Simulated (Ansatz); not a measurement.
Reference: GaAs (F-43m), r2SCAN with spin-orbit coupling, rigid bands (plane waves, PAW; Ansatz, a quantum-chemistry and plane-wave program); axes and stresses refer to this cell.

```yaml
crystal:
  lattice:
    - [0.00000, 2.82931, 2.82931]
    - [2.82931, 0.00000, 2.82931]
    - [2.82931, 2.82931, 0.00000]
  atoms:
    - { symbol: Ga, position: [0.00000, 0.00000, 0.00000] }
    - { symbol: As, position: [0.25000, 0.25000, 0.25000] }
```

The hole conductivity mass comes out as 0.40 mₑ, the electron conductivity mass comes out as 0.059 mₑ and the Seebeck coefficient, n-type 1e19 cm⁻³ comes out as -46 μV/K.

| Change | hole conductivity mass | electron conductivity mass | Seebeck coefficient, n-type 1e19 cm⁻³ |
|---|---|---|---|
| biaxial stress in (001) of 3.6 GPa (compression positive) | ? | 0.072 mₑ | -148 μV/K |
| biaxial stress in (111) of 2.4 GPa (compression positive) | 0.30 mₑ | 0.068 mₑ | ? |
| uniaxial stress along [001] of -1.2 GPa (compression positive) | 0.36 mₑ | 0.057 mₑ | -44 μV/K |
| uniaxial stress along [001] of -3.6 GPa (compression positive) | 0.26 mₑ | 0.050 mₑ | -40 μV/K |
| uniaxial stress along [001] of -6 GPa (compression positive) | 0.21 mₑ | 0.041 mₑ | ? |
| uniaxial stress along [111] of -3.6 GPa (compression positive) | ? | 0.051 mₑ | -43 μV/K |

Problem. What belongs in the gaps?

Solution. 
- biaxial stress in (001) of 3.6 GPa (compression positive), hole conductivity mass: 0.26 mₑ
- biaxial stress in (111) of 2.4 GPa (compression positive), Seebeck coefficient, n-type 1e19 cm⁻³: -112 μV/K
- uniaxial stress along [001] of -6 GPa (compression positive), Seebeck coefficient, n-type 1e19 cm⁻³: -37 μV/K
- uniaxial stress along [111] of -3.6 GPa (compression positive), hole conductivity mass: 0.27 mₑ

Masses are for dilute carriers at 300 K, harmonic means over directions unless an axis is named. Seebeck coefficients are for the stated density at 300 K, with one relaxation time for all states and whether or not that doping can be reached. Stresses and pressures are the targets of the relaxation.  The structure type is held under load, also where the real crystal would transform.
